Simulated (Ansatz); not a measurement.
The starting structures come from a database of crystals and need not be the phases stable at ambient conditions.

 Where the default PAW files enter, the runs use the earlier of Ansatz's two default sets.

# Evanescent states of MgTe(PbO3)2 (Fm-3m, not sure to be the ambient phase, 10 atoms a cell, 12.9 Å³ an atom, -2 GPa at this level) along the normal of (111)

The numbers are results of PBEsol (plane waves, PAW; Ansatz, an electronic-structure program), not measurements.

The gap is the functional's own. No spin-orbit coupling. Mid-gap values are interpolated on the energy grid.

Energies count from the valence-band top; κ is the least over a 6×6 mesh across the current.

```
E (eV)  κ (1/Å)  where
------  -------  -----
0.06      0.128  off Γ
0.18      0.173  off Γ
0.30      0.200  off Γ
0.42      0.218  off Γ
0.54      0.232  off Γ
0.66      0.242  off Γ
0.78      0.249  off Γ
0.90      0.254  off Γ
1.02      0.257  off Γ
1.14      0.259  off Γ
1.26      0.260  off Γ
1.38      0.259  off Γ
1.50      0.256  off Γ
1.62      0.253  off Γ
1.74      0.248  off Γ
1.86      0.233      Γ
1.98      0.208      Γ
2.10      0.178      Γ
2.22      0.138      Γ
2.34      0.074      Γ
```

Q: How thick must the barrier be to attenuate the transmission by 10^8 when the electrodes' Fermi level lies at 1.50 eV, and what attenuation does that film give at 0.78 eV?

A: d = 8 ln 10 / (2 × 0.256) = 36.0 Å. At 0.78 eV it gives 8 × 0.249/0.256 = 7.8 decades.
